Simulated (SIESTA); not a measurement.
Input and output of a self-consistent single point for Ag (Fm-3m, 1 atom in the cell) (SIESTA).

Level of theory: GGA PBE, numerical atomic orbitals DZP, PseudoDojo PBE standard norm-conserving potentials (rewritten from UPF to PSML) (SIESTA).

The change in words: lattice scaled by 0.98. Reference geometry:
```yaml
crystal:
  lattice:
    - [0.00000, 2.04500, 2.04500]
    - [2.04500, 0.00000, 2.04500]
    - [2.04500, 2.04500, 0.00000]
  atoms:
    - { symbol: Ag, position: [0.00000, 0.00000, 0.00000] }
```

Reference input (self-consistent single point, DFT, GGA PBE, numerical atomic orbitals DZP, PseudoDojo PBE standard norm-conserving potentials (rewritten from UPF to PSML)): XC.functional = GGA; XC.authors = PBE; potentials = PseudoDojo PBE standard; PAO.BasisSize = DZP; PAO.EnergyShift = 0.01 Ry; MeshCutoff = 400 Ry; kgrid.MonkhorstPack = 14 14 14; OccupationFunction = MP; OccupationMPOrder = 0; ElectronicTemperature = 0.1 eV; MaxSCFIterations = 150; SCF.Mixer.Method = Pulay. This run's input differs from it in these lines:

```diff
@@ -11,5 +11,5 @@
 %block LatticeVectors
-     0.000000000    3.864489925    3.864489925
-     3.864489925    0.000000000    3.864489925
-     3.864489925    3.864489925    0.000000000
+     0.000000000    3.787200126    3.787200126
+     3.787200126    0.000000000    3.787200126
+     3.787200126    3.787200126    0.000000000
 %endblock LatticeVectors
```

Log, with long lists cut:

```
        iscf     Eharris(eV)        E_KS(eV)     FreeEng(eV)     dDmax    Ef(eV) dHmax(eV)
   scf:    1    -4203.822598    -4213.306609    -4213.309689  0.609795  0.143954 12.258888
   scf:    2    -4218.982504    -4216.632888    -4216.634181  0.448458 -1.127048  4.406229
   scf:    3    -4217.301097    -4217.090399    -4217.091167  0.202846 -1.713696  0.264050
   scf:    4    -4217.081660    -4217.088138    -4217.088969  0.031254 -1.835590  0.336725
   scf:    5    -4217.092672    -4217.091384    -4217.092146  0.022862 -1.822900  0.009771
   scf:    6    -4217.091386    -4217.091385    -4217.092148  0.000591 -1.822347  0.006837
   scf:    7    -4217.091385    -4217.091386    -4217.092149  0.000344 -1.823166  0.000435
   scf:    8    -4217.091386    -4217.091386    -4217.092149  0.000020 -1.823096  0.000002
mix: Pulay -- inversion failed, > SVD [rank/size] 3 / 5
   scf:    9    -4217.091386    -4217.091386    -4217.092149  0.000000 -1.823096  0.000000
SCF Convergence by DM+H criterion
max |DM_out - DM_in|         :     0.0000003558
max |H_out - H_in|      (eV) :     0.0000000609
SCF cycle converged after 9 iterations

Using DM_out to compute the final energy and forces

siesta: E_KS(eV) =            -4217.0914

siesta: E_KS - E_eggbox =     -4217.0914

siesta: Atomic forces (eV/Ang):
     1   -0.000000    0.000000    0.000000
   Tot   -0.000000    0.000000    0.000000
   Max    0.000000
   Res    0.000000    sqrt( Sum f_i^2 / 3N )
   Max    0.000000    constrained

Stress tensor Voigt[x,y,z,yz,xz,xy] (kbar):      -96.48      -96.48      -96.48       -0.23       -0.23       -0.23
(Free)E + p*V (eV/cell)    -4216.1227
Target enthalpy (eV/cell)    -4217.0921

siesta: Program's energy decomposition (eV):
siesta: FreeEng =     -4217.092149

siesta: Stress tensor (static) (eV/Ang**3):
   [... lines left out ...]
siesta: Cell volume =         16.098602 Ang**3
siesta:          96.48155267         96.48155267  kBar
   [... lines left out ...]
               4dz2    4dxz    4dx2-y2
   1 19.000   1.984   0.822  -0.132   2.004   2.004   2.004   0.264   0.264
              0.264   1.783   1.783   1.824   1.783   1.824   0.110   0.110

              0.098   0.110   0.098

mulliken: Qtot =       19.000

Mulliken Atomic Populations:
Atom #   charge [q] valence [e]  Species
     1     0.000000   19.000000  Ag
 Total     0.000000
```

The run converged in 9 iterations. Against the reference run the free energy rises by 39.0 meV/atom and the pressure goes from 3.13 to 9.65 GPa.

The starting cell has typed, rounded lattice constants, without a prior relaxation at this level. For this run, on top of that: lattice scaled by 0.98. Values carry the incompleteness of an atom-centred basis. With a pressure of about 10 GPa the cell is away from its equilibrium volume at this level.
